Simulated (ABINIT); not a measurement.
# Convergence series on SrIn₂ (P6_3/mmc, 6 atoms in the cell)

```xyz
6
Lattice="5.0445 0.0000 0.0000 -2.5222 4.3686 0.0000 0.0000 0.0000 8.1153" Properties=species:S:1:pos:R:3 pbc="T T T"
Sr     0.0000     0.0000     6.0865
Sr     0.0000     0.0000     2.0288
In     0.0000     2.9124     7.7379
In     2.5222     1.4562     0.3774
In     2.5222     1.4562     3.6802
In     0.0000     2.9124     4.4351
```

Level of theory: PBEsol, norm-conserving pseudopotentials (PseudoDojo nc-sr-04 PBEsol standard) (plane waves; ABINIT 10.0.3).

The starting cell comes from a database of computed structures (which also holds hypothetical and non-ambient phases and stackings), without a prior relaxation at this level.

Held fixed: pseudos = [Sr.upf, In.upf]; ecut = 35 Ha; occopt = 7; tsmear = 0.1 eV; ngkpt = 4 4 3; nshiftk = 1; shiftk = 0 0 0; potentials = PseudoDojo nc-sr-04 PBEsol standard; nband = 46; kptopt = 1; nstep = 100.

ΔF is the free energy per atom less that of the last row (1e-09 Ha).

```
toldfe      ΔF (meV/atom)  pressure (GPa)  largest force (eV/Å)  iterations
----------  -------------  --------------  --------------------  ----------
0.0037 Ha            0.03           -0.90                 0.005           7
0.00037 Ha           0.00           -1.53                 0.028           8
3.7e-05 Ha           0.00           -1.43                 0.028           9
3.7e-06 Ha           0.00           -1.43                 0.030          10
3.7e-07 Ha           0.00           -1.43                 0.030          10
3.7e-08 Ha           0.00           -1.43                 0.030          11
1e-09 Ha             0.00           -1.43                 0.030          12
```

Largest force within 0.02 eV/Å of the last row: from toldfe = 0.00037 Ha on; the one before it is off by 0.025 eV/Å. The value it settles on is 0.030 eV/Å at this level of theory and with the other settings as held.
